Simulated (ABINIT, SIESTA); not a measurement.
A SIESTA input for a self-consistent single point of MgAl (P-6m2, 2 atoms in the cell) (DFT, LDA PW92, numerical atomic orbitals DZP, PseudoDojo LDA standard norm-conserving potentials (rewritten from UPF to PSML)):

```
# files in the folder: Mg.psml Al.psml (PseudoDojo LDA standard)
SystemName  MgAl
SystemLabel MgAl

NumberOfAtoms                2
NumberOfSpecies              2
%block ChemicalSpeciesLabel
  1 12 Mg
  2 13 Al
%endblock ChemicalSpeciesLabel
LatticeConstant              2.993840 Ang
%block LatticeVectors
     1.000000000    0.000000000    0.000000000
    -0.500000000    0.866025238    0.000000000
     0.000000000    0.000000000    1.620487401
%endblock LatticeVectors
AtomicCoordinatesFormat      Bohr
%block AtomicCoordinatesAndAtomicSpecies
     0.000000000    0.000000000    4.583984250  1
    -0.000002829    3.266381901    0.000000000  2
%endblock AtomicCoordinatesAndAtomicSpecies

XC.functional                LDA
XC.authors                   PW92
PAO.BasisSize                DZP
PAO.EnergyShift              0.01 Ry
MeshCutoff                   400 Ry
%block kgrid.MonkhorstPack
   10   0   0  0.0
    0  10   0  0.0
    0   0   6  0.0
%endblock kgrid.MonkhorstPack
OccupationFunction           MP
OccupationMPOrder            0
ElectronicTemperature        1160.45 K

MaxSCFIterations             150
SCF.Mixer.Method             Pulay
SCF.Mixer.Weight             0.25
SCF.Mixer.History            6
SCF.DM.Tolerance             1.0E-04
Diag.ParallelOverK           true
WriteForces                  true
Charge.Mulliken              end
```

Write the same calculation as an input for ABINIT.

This is the input that was run; spellings and numerical settings could be chosen otherwise.

```
# MgAl, PseudoDojo nc-sr-04 LDA standard
pp_dirpath "./"
pseudos "Mg.upf, Al.upf"
acell 2.9938397143 2.9938397143 4.8514800000 Angstrom
rprim
         1.0000000000    0.0000000221    0.0000000000
        -0.5000000192    0.8660253927    0.0000000000
         0.0000000000    0.0000000000    1.0000000000
natom 2
ntypat 2
znucl 12 13
typat 1 2
xred
         0.0000000000    0.0000000000    0.5000000000
         0.3333333333    0.6666666667    0.0000000000
ecut 42
ixc 7
occopt 7
tsmear 0.00367493
nband 12
kptopt 1
ngkpt 10 10 6
nshiftk 1
shiftk 0 0 0
nstep 80
tolvrs 1.0e-11
prtwf 0
prtden 0
prtvol 1
enunit 2
```

Basis, cutoffs, solver keys and any potentials are the target program's own. This input uses DFT, LDA (PW92), plane waves, norm-conserving pseudopotentials (PseudoDojo nc-sr-04 LDA standard). LDA parametrisations can differ slightly between programs. Both were run: pressure 1.74 GPa in SIESTA and -0.94 in ABINIT.

On ABINIT: the starting cell comes from a database of computed structures (which also holds hypothetical and non-ambient phases and stackings), without a prior relaxation at this level.

On SIESTA: the starting cell comes from a database of computed structures (which also holds hypothetical and non-ambient phases and stackings), without a prior relaxation at this level. Values carry the incompleteness of an atom-centred basis.
